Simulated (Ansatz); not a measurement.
Effect of isotropic strain −1.23 % on CoSi2

Start from CoSi$_{2}$ (space group Fm-3m, No. 225; a = 5.312 Å; non-magnetic).

It is then changed as follows: every lattice vector is shortened by 1.23 %; the atoms relax in the strained cell.

All numbers come from PBEsol (Ansatz, a program for electronic structure; PAW; 420 eV plane waves; scalar-relativistic without spin-orbit coupling). Settings: 15×15×15 k-points, 0.05 eV Fermi–Dirac smearing.

```csv
quantity,base,changed,shift
volume per atom,12.49 Å³,12.04 Å³,-0.455 Å³
space group,Fm-3m (No. 225),Fm-3m (No. 225),–
shortest interatomic distance,230.0 pm,227.2 pm,-2.8 pm
energy relative to the base (free energy F),0 meV/atom,+11 meV/atom,+11 meV/atom
pressure,0.0 GPa,7.8 GPa,+7.8 GPa
band gap,zero,zero,–
```

Stability against distortions was not tested. Starting moments died away, wholly or in part, for the base; another magnetic solution may exist. All final runs are without spin polarisation. An odd electron count without spin: CoSi2.
